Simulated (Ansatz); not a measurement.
V_N in zinc-blende BN (start: the N site; 64-site cell, 2×2×2 shifted sampling), charge +1. Computed with PBE, PAW (plane waves to 420 eV; Ansatz, a first-principles code).

- total energy of the defect cell = -16976.0813 eV
- total energy of the perfect cell = -17352.8293 eV
- μ(N) in N2 molecule in a box, atoms added −1 = -384.0131 eV
- Δμ(N), B-rich = -2.348 eV
- valence-band maximum on the cell's zero = 11.049 eV
- image correction with alignment = 0.023 eV
- Fermi level above the maximum = 1.20 eV

Task: Work out the formation energy.

Result: E_f = E(defect) − E(perfect) − Σ n μ + q (E_VBM + E_F) + E_corr = 376.748 − (386.362) + (12.249) + (0.023) = 2.66 eV.
